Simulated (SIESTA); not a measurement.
# Converging the k-point mesh at a smearing width of 0.02 eV: Al (Fm-3m, 1 atom in the cell)

```xyz
1
Lattice="0.0000 2.0311 2.0311 2.0311 0.0000 2.0311 2.0311 2.0311 0.0000" Properties=species:S:1:pos:R:3 pbc="T T T"
Al     0.0000     0.0000     0.0000
```

Method: GGA PBEsol, numerical atomic orbitals DZP, PseudoDojo PBEsol standard norm-conserving potentials (rewritten from UPF to PSML) in SIESTA.

Base settings: XC.functional = GGA; XC.authors = PBEsol; potentials = PseudoDojo PBEsol standard; PAO.BasisSize = DZP; PAO.EnergyShift = 0.01 Ry; MeshCutoff = 300 Ry; kgrid.MonkhorstPack = 12 12 12; OccupationFunction = MP; OccupationMPOrder = 0; ElectronicTemperature = 100 meV.

In this ladder: ElectronicTemperature = 20 meV.

Only quantities that move along the ladder and can be compared are tabulated.

Core times come from one kind of shared machine, to one figure; runs under 30 s give none.

The starting cell has typed, rounded lattice constants, without a prior relaxation at this level. Its lattice was rescaled by up to half a per cent. Values carry the incompleteness of an atom-centred basis.

```csv
kgrid.MonkhorstPack,free energy less the last step's (meV/atom),pressure (GPa),core time / last (rough)
5 5 5,67.31,-0.62,–
6 6 6,-60.42,-2.00,–
7 7 7,-46.45,-3.57,–
9 9 9,31.70,-2.32,–
10 10 10,20.51,-2.95,–
13 13 13,3.13,-2.68,–
15 15 15,-0.04,-2.89,0.2
18 18 18,2.59,-2.55,0.2
22 22 22,-2.52,-2.70,0.4
27 27 27,-1.16,-2.80,0.6
33 33 33,0.00,-2.76,1
```

Coarsest kgrid.MonkhorstPack that holds the pressure within 0.5 GPa of the last step, with all finer ones: 9 9 9; the step before is off by 0.81 GPa.

State of the free energy at the end of the ladder: still drifting one way, by 2.5 meV/atom over the last two steps, so the last step is no safe reference.
